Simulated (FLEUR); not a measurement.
Band structure of AuAl₂ (Fm-3m, 3 atoms in the cell).

```xyz
3
Lattice="0.0000 2.9340 2.9340 2.9340 0.0000 2.9340 2.9340 2.9340 0.0000" Properties=species:S:1:pos:R:3 pbc="T T T"
Al     1.4670     1.4670     1.4670
Al     4.4010     4.4010     4.4010
Au     0.0000     0.0000     0.0000
```

Level of theory: FLEUR with PBE, all-electron FLAPW (FLEUR), scalar-relativistic valence.

Settings: Kmax = 4.6 1/bohr; GmaxXC = 13.8 1/bohr; xcFunctional = pbe; jspins = 1; l_soc = F; mode = hist; fermiSmearingEnergy = 0.00183747 Htr; mesh (inpgen div1-3) = 13 13 13; inpgen gamma flag = false; Gmax = 13.8 1/bohr; numbands = 0; maxIterBroyd = 25; imix = Anderson; alpha = 0.05.

The starting cell has typed, rounded lattice constants, without a prior relaxation at this level. Its lattice was rescaled by a random factor within 2.5 % of one. Spin-orbit coupling is off. Values depend on the basis (sphere radii, cutoffs, local orbitals), which need not be converged.

These are the values that this program gave, and no reference: the default basis lacks the next d shell.

Levels in eV from the Fermi level, bands 9 to 16:
```tsv
point	9	10	11	12	13	14	15	16
Γ	-5.97	2.73	2.98	2.98	2.98	4.26	4.26	4.26
X	-5.62	-5.25	-2.28	-2.28	1.68	2.14	7.66	10.42
W	-5.46	-4.18	-4.18	-2.31	4.42	4.42	5.41	5.45
K	-5.86	-4.80	-3.53	-1.47	2.08	4.57	6.20	8.23
L	-5.83	-5.72	0.32	0.32	3.41	4.06	4.06	4.19
U	-5.86	-4.80	-3.53	-1.47	2.08	4.57	6.20	8.23
```
